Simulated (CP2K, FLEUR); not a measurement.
A CP2K input for a self-consistent single point of CsH (P1, 2 atoms in the cell) (DFT LDA (Pade form), GPW, DZVP-MOLOPT-SR-GTH basis, GTH-PADE potentials (GTH_POTENTIALS)):

```
&GLOBAL
  PROJECT run
  RUN_TYPE ENERGY_FORCE
  PRINT_LEVEL LOW
&END GLOBAL
&FORCE_EVAL
  METHOD Quickstep
  STRESS_TENSOR ANALYTICAL
  &DFT
    BASIS_SET_FILE_NAME BASIS_MOLOPT
    POTENTIAL_FILE_NAME GTH_POTENTIALS
    &QS
      METHOD GPW
      EPS_DEFAULT 1E-10
    &END QS
    &MGRID
      CUTOFF 500
      REL_CUTOFF 50
      NGRIDS 5
    &END MGRID
    &SCF
      SCF_GUESS ATOMIC
      EPS_SCF 1E-7
      MAX_SCF 100
      ADDED_MOS 4
      &DIAGONALIZATION
        ALGORITHM STANDARD
      &END DIAGONALIZATION
      &MIXING
        METHOD BROYDEN_MIXING
        ALPHA 0.3
        NBUFFER 12
        BETA 1
      &END MIXING
    &END SCF
    &KPOINTS
      SCHEME MONKHORST-PACK 7 7 7
    &END KPOINTS
    &XC
      &XC_FUNCTIONAL PADE
      &END XC_FUNCTIONAL
    &END XC
    &PRINT
      &MO
        EIGENVALUES T
        OCCUPATION_NUMBERS T
        NDIGITS 8
        FILENAME mo
        &EACH
          QS_SCF 0
        &END EACH
        ADD_LAST NUMERIC
      &END MO
      &MULLIKEN OFF
      &END MULLIKEN
    &END PRINT
  &END DFT
  &SUBSYS
    &CELL
      A 3.81459200 0.00000000 0.00000000
      B 0.00000000 3.81459200 0.00000000
      C 0.00000000 0.00000000 3.81459200
      PERIODIC XYZ
    &END CELL
    &COORD
      Cs      -0.02855604     0.01742506    -0.00163265
      H        1.93585204     1.88987094     1.90892865
    &END COORD
    &KIND Cs
      BASIS_SET DZVP-MOLOPT-SR-GTH-q9
      POTENTIAL GTH-PADE-q9
    &END KIND
    &KIND H
      BASIS_SET DZVP-MOLOPT-SR-GTH-q1
      POTENTIAL GTH-PADE-q1
    &END KIND
  &END SUBSYS
  &PRINT
    &FORCES ON
    &END FORCES
    &STRESS_TENSOR ON
    &END STRESS_TENSOR
  &END PRINT
&END FORCE_EVAL
```

**Question.** Give the FLEUR input for the same structure, mesh, smearing and functional.

**Answer.** This is the input that was run; spellings and numerical settings could be chosen otherwise.

Input of the input generator:

```
scf CsH
&input film=f /
7.2085341572 0.0000000000 0.0000000000
0.0000000000 7.2085341572 0.0000000000
0.0000000000 0.0000000000 7.2085341572
1.0
1.0 1.0 1.0

2
55 -0.0074860000 0.0045680000 -0.0004280000
1 0.5074860000 0.4954320000 0.5004280000

&comp jspins=1 /
&exco xctyp='pz' /
&kpt div1=7 div2=7 div3=7 /
&end /
```

```xml
<?xml version="1.0" encoding="UTF-8" standalone="no"?>
<fleurInput fleurInputVersion="0.39">
   <comment>
      scf CsH                                                                                             
   </comment>
   <calculationSetup>
      <cutoffs Kmax="3.8" Gmax="15.2" GmaxXC="15.2" numbands="0"/>
      <scfLoop itmax="60" minDistance="0.00001" maxIterBroyd="15" imix="Anderson" alpha="0.05" precondParam="0.0" spinf="2.0"/>
      <coreElectrons ctail="T" frcor="F" kcrel="0" coretail_lmax="0"/>
      <xcFunctional name="pz" relativisticCorrections="F"/>
      <magnetism jspins="1"/>
      <soc l_soc="F" theta="0.0" phi="0.0" spav="F"/>
      <expertModes spex="0" secvar="F"/>
      <geometryOptimization l_f="T" forcealpha="1.0" forcemix="BFGS" epsdisp="0.00001" epsforce="0.00001"/>
      <ldaU l_linMix="F" mixParam="0.05" spinf="1.0"/>
   </calculationSetup>
   <cell>
      <bzIntegration valenceElectrons="10.0" mode="hist" fermiSmearingEnergy="0.0001">
         <kPointListSelection listName="default-1"/>
         <!-- k-points included here -->
         <xi:include xmlns:xi="http://www.w3.org/2001/XInclude" href="kpts.xml"> </xi:include>
      </bzIntegration>
      <!-- symmetry operations included here -->
      <xi:include xmlns:xi="http://www.w3.org/2001/XInclude" href="sym.xml"> </xi:include>
      <bulkLattice scale="1.0">
         <bravaisMatrix>
            <row-1>    7.2085341571999999     0.0000000000000000     0.0000000000000000</row-1>
            <row-2>    0.0000000000000000     7.2085341571999999     0.0000000000000000</row-2>
            <row-3>    0.0000000000000000     0.0000000000000000     7.2085341571999999</row-3>
         </bravaisMatrix>
      </bulkLattice>
   </cell>
   <atomSpecies>
      <species name="Cesium (Cs)" element="Cs" atomicNumber="55">
         <mtSphere radius="2.68" gridPoints="925" logIncrement="0.014"/>
         <atomicCutoffs lmax="10" lnonsphr="8"/>
         <electronConfig flipSpins="F">
            <coreConfig>(1s1/2) (2s1/2) (2p1/2) (2p3/2) (3s1/2) (3p1/2) (3p3/2) (4s1/2) (3d3/2) (3d5/2) (4p1/2) (4p3/2) (4d3/2) (4d5/2)</coreConfig>
            <valenceConfig>(5s1/2) (5p1/2) (5p3/2) (6s1/2)</valenceConfig>
            <stateOccupation state="(6s1/2)" spinUp="0.5" spinDown="0.5"/>
         </electronConfig>
         <energyParameters s="6" p="6" d="5" f="4"/>
         <lo type="SCLO" l="0" n="5" eDeriv="0"/>
         <lo type="SCLO" l="1" n="5" eDeriv="0"/>
      </species>
      <species name="Hydrogen (H)" element="H" atomicNumber="1">
         <mtSphere radius="2.68" gridPoints="925" logIncrement="0.01"/>
         <atomicCutoffs lmax="10" lnonsphr="8"/>
         <electronConfig flipSpins="F">
            <coreConfig></coreConfig>
            <valenceConfig>(1s1/2)</valenceConfig>
            <stateOccupation state="(1s1/2)" spinUp="0.5" spinDown="0.5"/>
         </electronConfig>
         <energyParameters s="1" p="2" d="3" f="4"/>
      </species>
   </atomSpecies>
   <atomGroups>
      <atomGroup species="Cesium (Cs)">
         <relPos label="                   1">-.0074860000 .0045680000 -.0004280000</relPos>
         <force calculate="T" relaxXYZ="TTT"/>
      </atomGroup>
      <atomGroup species="Hydrogen (H)">
         <relPos label="                   2">-.4925140000 .4954320000 -.4995720000</relPos>
         <force calculate="T" relaxXYZ="TTT"/>
      </atomGroup>
   </atomGroups>
   <output dos="F" band="F" slice="F">
      <checks vchk="F" cdinf="F"/>
      <bandDOS minEnergy="-.5*Htr" maxEnergy="0.5*Htr" sigma="0.015" storeEVData="T"/>
      <vacuumDOS vacdos="F" integ="F" star="F" nstars="0" locx1="0.0" locy1="0.0" locx2="0.0" locy2="0.0" nstm="0" tworkf="0.0"/>
      <unfoldingBand unfoldBand="F" supercellX="1" supercellY="1" supercellZ="1"/>
      <plotting iplot="0" polar="F">
         <plot TwoD="T" vec1="  1.0  0.0  0.0" vec2="  0.0  1.0  0.0" vec3="  0.0  0.0  1.0" zero="  0.0  0.0  0.0" file="plot"/>
      </plotting>
      <chargeDensitySlicing numkpt="0" minEigenval="0.0" maxEigenval="0.0" nnne="0" pallst="F"/>
      <specialOutput eonly="F"/>
      <magneticCircularDichroism mcd="F" energyLo="-10.0" energyUp="0.0"/>
   </output>
  <!-- We include the file relax.xml here to enable relaxations (see documentation) -->
  <xi:include xmlns:xi="http://www.w3.org/2001/XInclude" href="relax.xml"> <xi:fallback/> </xi:include>
</fleurInput>
```

Basis, cutoffs, solver keys and any potentials are the target program's own. This input uses DFT, LDA (Perdew-Zunger), all-electron FLAPW (FLEUR), scalar-relativistic valence. LDA parametrisations can differ slightly between programs.

The starting cell comes from a database of computed structures (which also holds hypothetical and non-ambient phases and stackings), without a prior relaxation at this level. Its lattice was rescaled by a random factor within 2.5 % of one. For this run, on top of that: atoms moved at random.
